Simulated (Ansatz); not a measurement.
**AlN in the rock salt structure (space group Fm-3m, No. 225; a model cell, its experimental status unchecked)**

```xyz
2
Lattice="0.0000 2.0226 2.0226 2.0226 0.0000 2.0226 2.0226 2.0226 0.0000" Properties=species:S:1:pos:R:3 pbc="T T T"
Al     2.0226     2.0226     2.0226
N      0.0000     0.0000     0.0000
```

All numbers come from Kohn–Sham DFT with the PBEsol functional, run in Ansatz (a quantum-chemistry and plane-wave program) with PAW and 420 eV plane waves, spin-orbit coupling left out. k-mesh 14×14×14 (Γ-centred); smearing 0.05 eV (Fermi–Dirac).

* **Volume per atom**: 8.27 Å³
* **Density**: 4.11 g/cm³
* **Band gap**: 4.55 eV, indirect, Γ → X
* **Electron mass**: 0.58 mₑ along k, 0.33 mₑ across
* **Hole mass (degenerate bands, along [100])**: 0.33, 0.91, 0.91 mₑ
* **Lowest conduction-band minima above the VBM**: X along ⟨100⟩ 4.55 eV; Γ 5.63 eV; L along ⟨111⟩ 6.04 eV
* **Total energy**: -452.877 eV/atom (σ→0; compares only within this code and set-up)

Masses are band curvatures over ±0.01 Å⁻¹ around the edge. Along k means along the line from Γ to the band edge. Stability against distortions was not tested. The base started in Pnma and relaxed to Fm-3m at this level. This is not the structure that AlN has at room temperature and ambient pressure.
